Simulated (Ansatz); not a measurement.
We consider NaCaH3 (model structure, started from the KMgH3 type, Pm-3m, No. 221, 5 atoms in the cell), described by HSE06 (Ansatz, an electronic-structure program, PAW).

Run with plane-wave cutoff 460 eV, 6×6×6 k mesh, Fermi–Dirac smearing 0.01 eV, scalar-relativistic PAW data made under PBE.

Cell (relaxed with PBEsol):

```
CaNaH3
1.0
    4.31433     0.00000     0.00000
    0.00000     4.31433     0.00000
    0.00000     0.00000     4.31433
Na Ca H
1 1 3
Direct
  0.00000   0.00000   0.00000
  0.50000   0.50000   0.50000
  0.50000   0.00000   0.50000
  0.00000   0.50000   0.50000
  0.50000   0.50000   0.00000
```

Task: Estimate the band gap, smallest direct gap on the k points sampled and direct gap at Γ that the calculation returns.

Result: 
- band gap = 3.61 eV (on the SCF k mesh) (indirect)
- smallest direct gap on the k points sampled = 4.04 eV
- direct gap at Γ = 8.51 eV

Note: the relaxation could raise the start's symmetry but not lower it, so the cell can be a saddle point; cell and atoms aren't relaxed at this level (pressure 0.8 GPa).

The computed numbers hold no vibrational or temperature effects.

Computing time: very roughly 110 core-seconds.

A model structure was made by putting elements into a prototype or built by hand; it is no filed structure, need not be a known phase, and can be a saddle point held by its symmetry.
